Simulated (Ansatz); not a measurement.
## A computed series for ScAl3C3: pressure series

Start from ScAl3C3 (space group P6_3/mmc, No. 194; a = 3.343 Å, c = 16.636 Å).

Cell and atoms are relaxed at each pressure.

Level of theory: PBEsol in Ansatz (plane waves to 420 eV, PAW, no spin-orbit coupling).

| variant | density | shortest interatomic distance |
|---|---|---|
| base | 3.34 g/cm³ | 1.930 Å |
| pressure −2 GPa | 3.30 g/cm³ | 1.937 Å |
| pressure −1 GPa | 3.32 g/cm³ | 1.933 Å |
| pressure 0.3 GPa | 3.35 g/cm³ | 1.929 Å |
| pressure 0.7 GPa | 3.35 g/cm³ | 1.928 Å |
| pressure 1.5 GPa | 3.37 g/cm³ | 1.925 Å |
| pressure 3 GPa | 3.40 g/cm³ | 1.920 Å |
| pressure 5 GPa | 3.43 g/cm³ | 1.914 Å |
| pressure 7.5 GPa | 3.48 g/cm³ | 1.907 Å |
| pressure 10 GPa | 3.52 g/cm³ | 1.901 Å |

A case with no gap was solved on a k-mesh chosen for an insulator, which is coarse for it. Load acts through the strain it causes; cell and atoms are relaxed under it. Whether these cells are dynamically stable was not tested. No other phases were tried under pressure. The base started in P6_3mc and relaxed to P6_3/mmc at this level. All final runs are without spin polarisation.

Ansatz is an electronic-structure program.
